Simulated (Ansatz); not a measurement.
The reference is Sn in the diamond structure (space group Fd-3m, No. 227; relaxed with 0.1 eV smearing).

```
Sn
1.0
    0.00000     3.23724     3.23724
    3.23724     0.00000     3.23724
    3.23724     3.23724     0.00000
Sn
2
Cartesian
  0.00000   0.00000   0.00000
  1.61862   1.61862   1.61862
```

Cartesian axes are those of the cell as printed.

Calculations: DFT with LDA, PAW potentials and a 420 eV plane-wave cutoff in Ansatz (a program for electronic structure), no spin-orbit coupling.

Strains are applied to the cell and any free atomic positions relax; under biaxial strain the out-of-plane vector relaxes too.

One change was made to it. Results:

```json
[
 {"quantity": "energy relative to the base (free energy F)", "base": "0 meV/atom", "after": "+12 meV/atom"},
 {"quantity": "shortest interatomic distance", "base": "2.804 Å", "after": "2.812 Å"}
]
```

**Question.** Which of these changes matches the shifts?
A. biaxial strain +2.50 %, plane normal [111], relaxed out of plane
B. biaxial strain −1.67 %, plane normal [111], relaxed out of plane
C. biaxial strain +0.83 %, plane normal [111], relaxed out of plane
D. biaxial strain +1.67 %, plane normal [111], relaxed out of plane

**Answer.** A, biaxial strain +2.50 %, plane normal [111], relaxed out of plane. For comparison, the energy relative to the base in the other runs: biaxial strain −1.67 %, plane normal [111], relaxed out of plane gives +5.7 meV/atom; biaxial strain +0.83 %, plane normal [111], relaxed out of plane gives +1.4 meV/atom; biaxial strain +1.67 %, plane normal [111], relaxed out of plane gives +5.3 meV/atom.

Stability against distortions was not tested.
